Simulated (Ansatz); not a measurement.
Consider W in the bcc (W type) structure (space group Im-3m, No. 229; a = 3.169 Å; relaxed with 0.1 eV smearing). Axes: x, y, z lie along the cube axes.

Level of theory: plane-wave PAW DFT at the r2SCAN level (Ansatz, an electronic-structure program, 500 eV), without spin-orbit coupling.

For the base:

```
Item                             Value
-----------------------------  -------
Shortest interatomic distance  2.744 Å
Pressure                       0.0 GPa
```

Now apply this change: tensor shear ε_xy = +1.71 % (engineering shear γ = 0.0342), atoms relaxed at fixed cell.

**Question.** Estimate the effect on the shortest interatomic distance, pressure and energy relative to the base.

**Answer.** The shortest interatomic distance drops by 0.031 Å (2.744 Å → 2.713 Å); the pressure (mean of the normal stresses, compression positive) goes from zero to 0.3 GPa; the energy increases by 8.8 meV/atom.

The cells carry an imposed strain or load. No phonon test of stability was made. The final runs are not spin-polarised.
